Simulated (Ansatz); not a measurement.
**Computed paths: interstitial Al in zinc-blende AlN, charge state +1**

Consider interstitial Al in zinc-blende AlN, charge state +1. Computed with PBE, PAW (plane waves to 420 eV; Ansatz, a quantum-chemistry and plane-wave program).

Settings: 64 host sites, the relaxed PBE lattice, the Γ point alone, smearing 0.01 eV, spin-restricted, no image-charge correction. No zero-point or tunnelling terms. The host's phase is taken as given; its stability against other phases was not computed. The charge state is imposed; whether it is stable for some Fermi level was not computed. Sites that were not tried may lie lower.

Barriers: single points on a 2×2×2 k-point mesh shifted by half a step at the bands' geometries (they differ from the bands' own by up to 0.37 eV, and are uncertain by about as much).

```json
[
 {"Route": "several atoms move together, Al the farthest", "Start site over the lowest site run (eV)": "0.00", "Hop (Å)": "3.11", "Forward barrier (eV)": "1.90", "Backward barrier (eV)": "1.90", "Neighbours at the start": "N at 1.82, 3 N at 1.84 Å", "Neighbours at the saddle": "Al at 2.27; N at 1.77, N at 1.86, N at 1.97 Å", "Saddle order": "not checked", "Forward, on the band's own sampling (eV)": "2.26"}
]
```

Paths come from climbing-image nudged elastic band runs.  

The whole set of runs took roughly 0.27 core-hours.
